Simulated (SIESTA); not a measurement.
SIESTA run on Ag (P6_3/mmc, 2 atoms in the cell): self-consistent single point

Method of the run: GGA PBEsol, numerical atomic orbitals DZP, PseudoDojo PBEsol standard norm-conserving potentials (rewritten from UPF to PSML) (SIESTA).

The input file:

```
# files in the folder: Ag.psml (PseudoDojo PBEsol standard)
SystemName  Ag
SystemLabel ag

NumberOfAtoms                2
NumberOfSpecies              1
%block ChemicalSpeciesLabel
  1 47 Ag
%endblock ChemicalSpeciesLabel
LatticeConstant              1.0 Bohr
%block LatticeVectors
     5.536897545    0.000000000    0.000000000
    -2.768448773    4.795093114    0.000000000
     0.000000000    0.000000000    9.051788137
%endblock LatticeVectors
AtomicCoordinatesFormat      Ang
%block AtomicCoordinatesAndAtomicSpecies
    -0.000001465    1.691636846    1.197500000  1
     1.465001465    0.845817154    3.592500000  1
%endblock AtomicCoordinatesAndAtomicSpecies

XC.functional                GGA
XC.authors                   PBEsol
PAO.BasisSize                DZP
PAO.EnergyShift              0.01 Ry
MeshCutoff                   350 Ry
%block kgrid.MonkhorstPack
   10   0   0  0.0
    0  10   0  0.0
    0   0   6  0.0
%endblock kgrid.MonkhorstPack
OccupationFunction           FD
ElectronicTemperature        1160.45 K

MaxSCFIterations             150
SCF.Mixer.Method             Pulay
SCF.Mixer.Weight             0.25
SCF.Mixer.History            6
SCF.DM.Tolerance             1.0E-04
Diag.ParallelOverK           true
WriteForces                  true
```

The program printed (abridged):

```
reinit: Reading from file input.fdf

reinit: System Name: Ag
reinit: System Label: ag

coor:   Atomic-coordinates input format  =     Cartesian coordinates
coor:                                          (in Angstroms)

siesta: Atomic coordinates (Bohr) and species
siesta:     -0.00000   3.19673   2.26295  1        1
siesta:      2.76845   1.59836   6.78884  1        2

siesta: System type = bulk

initatomlists: Number of atoms, orbitals, and projectors:      2    38    36

siesta: ******************** Simulation parameters ****************************
redata: Spin configuration                          = none
redata: Time-Reversal Symmetry                      = T
redata: Number of Atomic Species                    =        1
redata: Mesh Cutoff                                 =   350.0000 Ry
redata: Net charge of the system                    =     0.0000 |e|
redata: Min. number of SCF Iter                     =        0
redata: Max. number of SCF Iter                     =      150
redata: SCF convergence failure will abort job
redata: SCF mix quantity                            = Hamiltonian
redata: Mix DM or H after convergence               =   F
redata: Recompute H after scf cycle                 =   F
redata: Mix DM in first SCF step                    =   T
redata: No kicks to SCF
redata: DM Mixing Weight for Kicks                  =     0.5000
redata: Require Harris convergence for SCF          =   F
redata: Harris energy tolerance for SCF             =     0.000100 eV
redata: Require DM convergence for SCF              =   T
redata: DM tolerance for SCF                        =     0.000100
redata: Require EDM convergence for SCF             =   F
redata: EDM tolerance for SCF                       =     0.001000 eV
redata: Require H convergence for SCF               =   T
redata: Hamiltonian tolerance for SCF               =     0.001000 eV
redata: Require (free) Energy convergence for SCF   =   F
redata: (free) Energy tolerance for SCF             =     0.000100 eV
redata: Using DFT-D3 dispersion                     =   F
redata: Using Saved Data (generic)                  =   F
redata: Method of Calculation                       = Diagonalization
redata: Electronic Temperature                      =  1160.4500 K
redata: Number of TDED substeps                     =        3
redata: Dynamics option                             = Single-point calculation
redata: Save all siesta data in one NC              =   F
redata: ***********************************************************************

%block SCF.Mixers
  Pulay
%endblock SCF.Mixers

%block SCF.Mixer.Pulay
  # Mixing method
  method pulay
  variant stable

  # Mixing options
  weight 0.2500
  weight.linear 0.2500
  history 6
%endblock SCF.Mixer.Pulay

DM_history_depth set to one: no extrapolation allowed by default for geometry relaxation
Size of DM history Fstack: 1
Total number of electrons:    38.000000
Total ionic charge:    38.000000

* ProcessorY, Blocksize:    1  39

* Orbital distribution balance (max,min):    38    38

k-point displ. along   1 input, could be:     0.00    0.50
k-point displ. along   2 input, could be:     0.00    0.50
k-point displ. along   3 input, could be:     0.00    0.50
 Kpoints in:          360 . Kpoints trimmed:          338

siesta: k-grid: Number of k-points = 338
siesta: k-points from Monkhorst-Pack grid
siesta: k-cutoff (effective) =    14.370 Ang
siesta: k-point supercell and displacements
siesta: k-grid:    10     0     0      0.000
siesta: k-grid:     0    10     0      0.000
siesta: k-grid:     0     0     6      0.000

diag: Algorithm                                     = D&C
diag: Parallel over k                               =   F
diag: Use parallel 2D distribution                  =   F
diag: Parallel block-size                           = 39
diag: Parallel distribution                         =     1 x     1
diag: Used triangular part                          = Lower
diag: Absolute tolerance                            =  0.100E-15
diag: Orthogonalization factor                      =  0.100E-05
diag: Memory factor                                 =  1.0000

superc: Internal auxiliary supercell:     7 x     7 x     3  =     147
superc: Number of atoms, orbitals, and projectors:    294   5586   5292

                        Single-point calculation

superc: Internal auxiliary supercell:     7 x     7 x     3  =     147
superc: Number of atoms, orbitals, and projectors:    294   5586   5292

outcell: Unit cell vectors (Ang):
        2.930000    0.000000    0.000000
       -1.465000    2.537454    0.000000
        0.000000    0.000000    4.790000

outcell: Cell vector modules (Ang)   :    2.930000    2.930000    4.790000
outcell: Cell angles (23,13,12) (deg):     90.0000     90.0000    120.0000
outcell: Cell volume (Ang**3)        :     35.6124
new_DM -- step:     1
Initializing Density Matrix...

Attempting to read DM from file... Failed...
DM filled with atomic data:

InitMesh: MESH = 30 x 30 x 54 = 48600
InitMesh: Mesh cutoff (required, used) =   350.000   351.252 Ry

stepf: Fermi-Dirac step function

        iscf     Eharris(eV)        E_KS(eV)     FreeEng(eV)     dDmax    Ef(eV) dHmax(eV)
   scf:    1    -8397.511731    -8418.024162    -8418.057434  1.261086 -0.446883 13.683007
   scf:    2    -8432.461569    -8426.709523    -8426.735839  0.739100 -1.750734  4.306969
   scf:    3    -8427.994011    -8427.585741    -8427.606836  0.233584 -2.189116  0.340556
   scf:    4    -8427.565117    -8427.581793    -8427.602376  0.031108 -2.308897  0.377775
   scf:    5    -8427.591777    -8427.589291    -8427.610317  0.029196 -2.300625  0.009657
   scf:    6    -8427.589277    -8427.589284    -8427.610312  0.000198 -2.299736  0.014123
   scf:    7    -8427.589340    -8427.589315    -8427.610325  0.001166 -2.299988  0.000651
   scf:    8    -8427.589317    -8427.589316    -8427.610325  0.000035 -2.300046  0.000052

SCF Convergence by DM+H criterion
max |DM_out - DM_in|         :     0.0000348406
max |H_out - H_in|      (eV) :     0.0000516414
SCF cycle converged after 8 iterations

Using DM_out to compute the final energy and forces

siesta: E_KS(eV) =            -8427.5893

siesta: E_KS - E_eggbox =     -8427.5893

siesta: Atomic forces (eV/Ang):
     1    0.000019   -0.000011    0.000000
     2   -0.000019    0.000011    0.000000
   Tot   -0.000000    0.000000    0.000000
   Max    0.000019
   Res    0.000013    sqrt( Sum f_i^2 / 3N )
   Max    0.000019    constrained

Stress tensor Voigt[x,y,z,yz,xz,xy] (kbar):       69.58       69.77       84.33        0.00        0.00        0.16
(Free)E + p*V (eV/cell)    -8429.2676
Target enthalpy (eV/cell)    -8427.6103

siesta: Program's energy decomposition (eV):
siesta: Ebs     =     -1208.168169
siesta: Eions   =     11037.272038
siesta: Ena     =      1018.607998
siesta: Ekin    =      2876.415169
siesta: Enl     =      -115.181044
siesta: Eso     =         0.000000
siesta: Edftu   =         0.000000
siesta: DEna    =        78.034601
siesta: DUscf   =         2.608019
siesta: DUext   =         0.000000
siesta: Ex      =     -1175.548084
siesta: Ec      =       -75.253937
siesta: Exc     =     -1250.802021
siesta: Eharris =     -8427.589317
siesta: Etot    =     -8427.589316
siesta: FreeEng =     -8427.610325

siesta: Stress tensor (static) (eV/Ang**3):
siesta:     0.043426    0.000103    0.000000
siesta:     0.000103    0.043545    0.000000
siesta:     0.000000    0.000000    0.052635

siesta: Cell volume =         35.612406 Ang**3

siesta: Pressure (static):
siesta:                Solid            Molecule  Units
siesta:          -0.00050683         -0.00050683  Ry/Bohr**3
siesta:          -0.04653511         -0.04653475  eV/Ang**3
siesta:         -74.55746372        -74.55689287  kBar
```

The run converged in 8 iterations.

The starting cell comes from a database of published, mostly measured structures (it also holds non-ambient and calculated ones), without a prior relaxation at this level. Values carry the incompleteness of an atom-centred basis. With a pressure of about -7 GPa the cell is away from its equilibrium volume at this level.
